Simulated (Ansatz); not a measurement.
GaP (F-43m), HSE06, rigid bands run with Ansatz (an electronic-structure program): N_v = 4.07e19 cm⁻³ at 300 K and a hole conductivity mass of 0.411 mₑ.

**Question.** For 1e17 holes per cm³ at 300 K, place the Fermi level, estimate the Seebeck coefficient of a parabolic band with constant τ, and give mobility and conductivity for τ = 20 fs.

**Answer.** The level lies k_BT ln(N_v/p) = 0.155 eV above the valence-band maximum. S ≈ +(k_B/e)[ln(N_v/p) + 5/2] = 733 μV/K, against 731 μV/K from the full bands (mean over directions). μ = eτ/m = 85.6 cm²/(V·s) and σ = peμ = 1.37 S/cm. τ is assumed, not computed.

Band transport and this doping are assumed; polarons and phonon drag are left out. Spin-orbit coupling is left out; where it splits the top of the valence band, N_v and the p-type Seebeck coefficient come out somewhat high without it. Geometry: cell and atoms relaxed with PBEsol.
